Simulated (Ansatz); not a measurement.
Input and output of a self-consistent single point for CaIr2 (R3m, 6 atoms in the cell) (Ansatz, an electronic-structure program).

Method: PBEsol, default PAW files made with PBE (plane waves; Ansatz).

```xyz
6
Lattice="0.0000 3.7900 3.7900 3.7900 0.0000 3.7900 3.7900 3.7900 0.0000" Properties=species:S:1:pos:R:3 pbc="T T T"
Ca     1.9239     1.9239     1.9239
Ca     0.0000     0.0000     0.0000
Ir     4.7375     4.7375     4.7375
Ir     4.7375     2.8425     2.8425
Ir     2.8425     2.8425     4.7375
Ir     2.8425     4.7375     2.8425
```

Reference input (self-consistent single point, DFT, PBEsol, plane waves, default PAW files made with PBE): basis.ecutwfc = 30.9 Ry; kpoints.mp_grid.grid = 8 8 8; hamiltonian.xc = pbesol; hamiltonian.pseudopotentials = {kind: paw} (the program's default PAW files); scf.occupations.method = fermi_dirac; scf.occupations.width = 0.0073 Ry. This run's input differs from it in these lines:

Ansatz 0.2 input:
```diff
@@ -15,3 +15,3 @@
 kpoints:
-  mp_grid: { grid: [8, 8, 8] }
+  mp_grid: { grid: [13, 13, 13] }
 hamiltonian:
@@ -20,3 +20,3 @@
 scf:
-  occupations: { method: fermi_dirac, width: 0.0073 Ry }
+  occupations: { method: gaussian, width: 0.022 Ry }
 output:
```

The program printed (abridged):

```
SCF iter   1: F=—  HF=-50786.138751 eV  |F-HF|=—  |Δ(HF+E_count)|=         —  Δρ=7.10e-3  dr2=6.75e-2  ethr=1.77e-3  ⟨swp⟩=7.6  Hψ=45249  notcnv=0
all-band conjugate gradients solve this SCF's bands
preconditioner: auto → Kerker (q_TF=auto, 2.633 Å⁻¹)
SCF iter   2: F=—  HF=-50786.128255 eV  |F-HF|=—  |Δ(HF+E_count)|=   1.05e-2  Δρ=4.31e-3  dr2=3.69e-2  ethr=7.67e-5  ⟨swp⟩=1.2  Hψ=14141  notcnv=0
   [... lines left out ...]
SCF iter   5: F=—  HF=-50786.120545 eV  |F-HF|=—  |Δ(HF+E_count)|=   3.91e-5  Δρ=2.03e-4  dr2=1.52e-4  ethr=3.76e-7  ⟨swp⟩=1.3  Hψ=11940  notcnv=0
SCF iter   6: F=—  HF=-50786.120521 eV  |F-HF|=—  |Δ(HF+E_count)|=   2.40e-5  Δρ=9.66e-5  dr2=2.76e-5  ethr=1.73e-7  ⟨swp⟩=1.9  Hψ=12939  notcnv=0
SCF iter   7: F=—  HF=-50786.120544 eV  |F-HF|=—  |Δ(HF+E_count)|=   2.36e-5  Δρ=8.73e-6  dr2=1.63e-7  ethr=3.13e-8  ⟨swp⟩=2.0  Hψ=15990  notcnv=0
SCF iter   8: F=-50786.120544 eV  HF=-50786.120544 eV  |F-HF|=7.49e-10  |Δ(HF+E_count)|=   3.44e-8  Δρ=1.48e-6  dr2=2.23e-9  ethr=1.14e-10  ⟨swp⟩=8.5  Hψ=44873  notcnv=0
SCF 1 converged in 8 iterations: F = -50786.120544 eV  dr2 = 2.23e-9
Free energy (F): -50786.120544 eV
Internal energy: -50785.862118 eV  (E = F + TS)
E sigma→0 (E₀):  -50785.991331 eV
Entropy (-TS):   -0.258426 eV (-43.071 meV/atom)
Fermi energy:    16.461739 eV
--- Forces (eV/Å), atoms counted from 1 ---
  atom   1  Ca    -0.16458399    -0.16458399    -0.16458399
  atom   2  Ca     0.04822310     0.04822310     0.04822310
  atom   3  Ir    -0.00492655    -0.00492655    -0.00492655
  atom   4  Ir     0.06410783     0.02859142     0.02859142
  atom   5  Ir     0.02859142     0.02859142     0.06410783
  atom   6  Ir     0.02859142     0.06410783     0.02859142
--- Stress (GPa, compression-positive) ---
       -6.117691      -0.041846      -0.041846
       -0.041846      -6.117691      -0.041846
       -0.041846      -0.041846      -6.117691
  P = ⅓ Tr σ = -6.1177 GPa (-61.177 kbar)
  The stress holds the Pulay correction. Without it, at fixed plane waves, as pw.x and ABINIT print it: P = -6.1523 GPa
```

The run converged in 8 iterations. Against the reference run the free energy drops by 5.7 meV/atom, the pressure moves little (-6.20 to -6.12 GPa) and the largest force moves little (0.286 to 0.285 eV/Å).

The starting cell comes from a database of computed structures (which also holds hypothetical and non-ambient phases and stackings), without a prior relaxation at this level. Its lattice was rescaled by up to half a per cent. One atom was moved a little off its site on purpose. Spin polarisation is off. With a pressure of about -6 GPa the cell is away from its equilibrium volume at this level. Ansatz's pressure includes its estimate of the finite-basis (Pulay) stress.

Cost on one core of a shared machine: roughly 70 s.
